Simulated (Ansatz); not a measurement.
Ge (diamond structure), Σ3 (111) [1-10] symmetric tilt. One P atom replaces one Ge atom in a bicrystal of 32 atoms (one solute to 29 Å² of one boundary, a high coverage); atoms relaxed, cell held. Energies count from the site farthest from both boundaries, which lies only 5.4 Å away; negative means that the solute is drawn to the site. The cell is neutral, and spin is allowed where the electrons are odd. k-points: Γ-centred 3×5×1 mesh; occupations: Fermi-Dirac, 0.050 eV; spin-polarised, moments started parallel. Spin-orbit coupling is left out.

Sites tried, by distance from the nearest boundary plane (Å): 1.26, 1.26, 1.26, 2.09.

**Question.** Does P segregate by PBE (Ansatz, a quantum-chemistry and plane-wave program), and with what energy at each site?

**Answer.** 1.26 Å: -0.04 eV; 1.26 Å: -0.04 eV; 1.26 Å: -0.04 eV; 2.09 Å: -0.02 eV. No site tried binds it by more than 0.05 eV.
